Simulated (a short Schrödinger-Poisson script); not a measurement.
Structure: MOS inversion layer, Si3N4 on p-type Si(111), at 300 K.

```csv
layer,material,thickness (nm),Na (cm⁻³)
1,Si3N4,1.5,-
2,Si,250,1.4e18
```

The device is made up for the run: typed textbook-type constants, with dimensions and the other settings drawn at random. Si3N4: permittivity 7.5, conduction-band edge (eV) 1.95, gap (eV) 5.1, electron mass (mₑ) 0.5. Si: permittivity 11.7, conduction-band edge (eV) 0, gap (eV) 1.124, Nv at 300 K (cm⁻³) 3.1e19.

Channel valleys (confinement mass, in-plane density-of-states mass, number): Δ6 0.258, 0.358, 6. At the gate the conduction-band edge of layer 1 lies 2.33 eV − eVg above the Fermi level of the channel; the field vanishes at the back. Gaps are held at their typed values at every temperature. Mesh 0.03 nm at interfaces.

From a short Schrödinger-Poisson script (our own, NumPy): 1D Poisson equation in equilibrium, electrons quantum, Hartree (BenDaniel-Duke, 12 states a valley, the channel's in-plane mass for all, wave functions ending at the dielectric), parabolic valleys, classical holes, full ionisation, no traps, pinning or gate leakage.

At Vg = 1.3 V the centroid of the electrons lies 1.66 nm from the interface.

Q: Estimate the gate capacitance as the dielectric in series with that distance, and compare.

A: The dielectric alone has 4.43 μF/cm²; in series with 1.66 nm of the channel's permittivity, 2.59 μF/cm²; the run gives 2.83 μF/cm². The estimate leaves out the density-of-states capacitance and the centroid's move with voltage.
